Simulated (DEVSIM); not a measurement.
Device: abrupt Ge n-p junction, at 300 K.

Layer 1 from the left is Ge, thickness (μm) 0.990, Nd (cm⁻³) 3.6e18, τn (s) 3.4e-5, τp (s) 3.4e-5. Layer 2 from the left is Ge, thickness (μm) 21.0, Na (cm⁻³) 2.9e14, τn (s) 3.4e-5, τp (s) 3.4e-5.

Left contact: ohmic. Right contact: ohmic. Voltage is applied to the left contact. Recombination: SRH at mid-gap, Auger. Mobility is μmin + (μ − μmin)/(1 + (N/Nref)^α).

This is a model device: material constants are rounded textbook-type values typed into the input, and sizes, dopings and lifetimes were drawn at random. Values at 300 K.

Ge: gap (eV) 0.664, affinity (eV) 4, permittivity 16, Nc (cm⁻³) 1.04e19, Nv (cm⁻³) 6e18, μn (cm²/Vs) 3900, μp (cm²/Vs) 1900, μn,min 150, μp,min 100, Nref,n 2.6e17, Nref,p 4e17, αn 0.56, αp 0.6, Cn (cm⁶/s) 1e-31, Cp (cm⁶/s) 1e-31.

DEVSIM, 1D drift-diffusion, Boltzmann statistics, complete ionisation; no tunnelling, impact ionisation, image-force lowering or self-heating.

**Question.** What does the simulation give for the dark forward voltage at 1 A/cm², the largest field in the device at zero bias, the potential step across the device at zero bias?

**Answer.** dark forward voltage at 1 A/cm² 0.121 V; largest field in the device at zero bias 88000 V/cm; potential step across the device at zero bias 0.380 V.
